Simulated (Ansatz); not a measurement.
Start from AlN in the zinc blende structure (space group F-43m, No. 216).

```xyz
2
Lattice="0.0000 2.1849 2.1849 2.1849 0.0000 2.1849 2.1849 2.1849 0.0000" Properties=species:S:1:pos:R:3 pbc="T T T"
N      3.2774     3.2774     3.2774
Al     0.0000     0.0000     0.0000
```

Cartesian axes are those of the cell as printed.

Method: r2SCAN (Ansatz, an electronic-structure program; PAW; 500 eV plane waves; without spin-orbit coupling).

Base values:

```
Quantity              Result
-------------------  -------
Smallest direct gap  4.84 eV
```

Now apply this change: a free-standing slab of 3 layers (6 atoms, 2 a layer) is cut normal to [110], with 15 Å of vacuum and the in-plane cell held at bulk.

Task: How does this affect the smallest direct gap?

Result: The smallest direct gap falls by 2.12 eV (4.84 eV → 2.72 eV).

Task: Predict the new excess energy per area of both faces.

Result: The excess energy per area of both faces (slab less bulk energy over the cell's area: twice a surface energy) comes out as 5.22 J/m².

Task: What happens to the change of the spacing d12 from its bulk value of 1.545 Å?

Result: The change of the spacing d12 from its bulk value of 1.545 Å is -5.5 %.

Task: How does this affect the gap character?

Result: The gap character is indirect, X → Γ.

The excess energy carries the mismatch between the slab's and the bulk's meshes. Whether these cells are dynamically stable was not tested. This is not the structure that AlN has at room temperature and ambient pressure. k-point labels follow each cell's own Brillouin zone.
